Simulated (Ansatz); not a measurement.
The reference is GaAs in the zinc blende structure (space group F-43m, No. 216; a = 5.659 Å).

The change: Al replaces 25.0 % of the Ga, ordered in a cell of 8 atoms (starting symmetry P-43m) and fully relaxed.

The other end (x = 1) is AlAs in the zinc blende structure (space group F-43m, No. 216): 22.84 Å³/atom, gap 1.34 eV.

Levels (all Ansatz, a first-principles code, PAW, earlier PAW set): PBEsol (420 eV, no spin-orbit coupling); HSE06 (420 eV, no spin-orbit coupling); PBEsol+SOC (420 eV, with spin-orbit coupling).

One geometry, relaxed with PBEsol, under each level:

Notes on the quantities. hole mass: degenerate bands, along [100].

The valence-band top lists the three highest levels at Γ (Kramers pairs under SOC), from the VBM.

| level | band gap | valence-band top at Γ | electron mass | hole mass | pressure |
|---|---|---|---|---|---|
| PBEsol | 0.75 eV | 0.00, 0.00, 0.00 eV | 0.048 mₑ (at Γ) | – | 0.00 GPa |
| HSE06 | 1.69 eV | – | – | – | – |
| PBEsol+SOC | 0.64 eV | 0.00, 0.00, -0.33 eV | 0.047 mₑ (at Γ) | 0.058, 0.36 mₑ (at Γ) | 0.00 GPa |

Single points use the geometry relaxed with PBEsol. The spin-orbit shifts are approximate. These are small ordered cells, not random alloys; other orderings at the same x differ. Masses are band curvatures over ±0.01 Å⁻¹ around the edge. Whether these cells are dynamically stable was not tested.
